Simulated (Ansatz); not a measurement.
**SnSe, response to strain**

Consider SnSe in the GeS type structure (space group Pnma, No. 62; a = 11.536 Å, b = 4.121 Å, c = 4.578 Å; layered, stacked along the Cartesian x axis). Axes: x, y, z lie along a, b, c of the conventional cell.

Strains are applied to the cell and any free atomic positions relax; under biaxial strain the out-of-plane vector relaxes too.

Computed with r2SCAN+rVV10, PAW, 500 eV (Ansatz, a quantum-chemistry and plane-wave program; no spin-orbit coupling).

Only one of these has no band gap. Which?
A) biaxial strain +4.24 %, plane normal [001], relaxed out of plane
B) isotropic strain −5.52 %
C) biaxial strain −0.25 %, plane normal [001], relaxed out of plane

B, isotropic strain −5.52 %. Computed: biaxial strain −0.25 %, plane normal [001], relaxed out of plane: 0.87 eV; biaxial strain +4.24 %, plane normal [001], relaxed out of plane: 0.89 eV; isotropic strain −5.52 %: zero

A case with no gap was solved on a k-mesh chosen for an insulator, which is coarse for it. Whether these cells are dynamically stable was not tested. The final runs are not spin-polarised. The zero or small gap of SnSe under isotropic strain −5.52 % can change with the level of theory.
